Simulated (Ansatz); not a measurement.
ZnS (P3m1, No. 156, 32 atoms in the cell; start mp-556950; a measured phase of this formula has another space group), treated with LDA (PAW; Ansatz, a first-principles code).

Numerical settings: plane-wave cutoff 520 eV, 12×12×1 k mesh (along the axes of the cell as run), Fermi–Dirac smearing 0.01 eV, scalar-relativistic PAW data made under PBE.

Cell (relaxed at this level):

```yaml
crystal:
  lattice:
    - [3.74317, 0.00000, 0.00000]
    - [-1.87158, 3.24168, 0.00000]
    - [0.00000, 0.00000, 48.97822]
  atoms:
    - { symbol: Zn, position: [0.33333, 0.66667, 0.62501] }
    - { symbol: Zn, position: [0.66667, 0.33333, 0.12502] }
    - { symbol: Zn, position: [0.00000, 0.00000, 0.43746] }
    - { symbol: Zn, position: [0.33333, 0.66667, 0.06259] }
    - { symbol: Zn, position: [0.66667, 0.33333, 0.50000] }
    - { symbol: Zn, position: [0.33333, 0.66667, 0.24992] }
    - { symbol: Zn, position: [0.66667, 0.33333, 0.31245] }
    - { symbol: Zn, position: [0.00000, 0.00000, 0.81256] }
    - { symbol: Zn, position: [0.66667, 0.33333, 0.68755] }
    - { symbol: Zn, position: [0.00000, 0.00000, 0.18747] }
    - { symbol: Zn, position: [0.33333, 0.66667, 0.37504] }
    - { symbol: Zn, position: [0.33333, 0.66667, 0.93746] }
    - { symbol: Zn, position: [0.00000, 0.00000, 0.56259] }
    - { symbol: Zn, position: [0.66667, 0.33333, 0.87501] }
    - { symbol: Zn, position: [0.33333, 0.66667, 0.75013] }
    - { symbol: Zn, position: [0.00000, 0.00000, 0.00000] }
    - { symbol: S, position: [0.00000, 0.00000, 0.23429] }
    - { symbol: S, position: [0.33333, 0.66667, 0.29673] }
    - { symbol: S, position: [0.66667, 0.33333, 0.35937] }
    - { symbol: S, position: [0.66667, 0.33333, 0.54692] }
    - { symbol: S, position: [0.33333, 0.66667, 0.10939] }
    - { symbol: S, position: [0.66667, 0.33333, 0.73447] }
    - { symbol: S, position: [0.33333, 0.66667, 0.98428] }
    - { symbol: S, position: [0.66667, 0.33333, 0.92184] }
    - { symbol: S, position: [0.00000, 0.00000, 0.85938] }
    - { symbol: S, position: [0.33333, 0.66667, 0.67182] }
    - { symbol: S, position: [0.00000, 0.00000, 0.48428] }
    - { symbol: S, position: [0.33333, 0.66667, 0.79693] }
    - { symbol: S, position: [0.00000, 0.00000, 0.60938] }
    - { symbol: S, position: [0.00000, 0.00000, 0.04692] }
    - { symbol: S, position: [0.66667, 0.33333, 0.17184] }
    - { symbol: S, position: [0.33333, 0.66667, 0.42184] }
```

Task: Give the computed band gap.

Result: 
- band gap = 2.14 eV (direct)

Static lattice: no zero-point or thermal effects.

Computing time: around 19 core-minutes (rough).

A start named mp-… is a Materials Project structure, which need not be a measured phase.
